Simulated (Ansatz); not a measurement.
# BeAlNO (model structure, started from the AlSiCN type, P3m1, No. 156, 4 atoms in the cell)

These are r²SCAN (PAW; Ansatz, a first-principles code) values and carry that method's errors.

Numerical settings: plane-wave cutoff 560 eV, 12×12×8 k mesh (along the axes of the cell as run), Fermi–Dirac smearing 0.01 eV, scalar-relativistic PAW data made under PBE.

Cell (relaxed with PBEsol):

```
AlBeNO
1.0
    2.98434     0.00000     0.00000
   -1.49217     2.58452     0.00000
    0.00000     0.00000     4.65236
Al Be O N
1 1 1 1
Cartesian
  0.00000   1.72301   2.37862
  1.49217   0.86151   4.61353
  0.00000   1.72301   0.52599
  1.49217   0.86151   2.94962
```

| Property | Result |
|---|---|
| band gap | 5.16 eV (direct) |

Note: the relaxation could raise the start's symmetry but not lower it, so the cell can be a saddle point; cell and atoms aren't relaxed at this level (largest force component 0.20 eV/Å, pressure -0.9 GPa).

The computed numbers hold no vibrational or temperature effects.

Cost on a shared machine: about 18 core-seconds (a rough figure).

A model structure was made by putting elements into a prototype or built by hand; it is no filed structure, need not be a known phase, and can be a saddle point held by its symmetry.
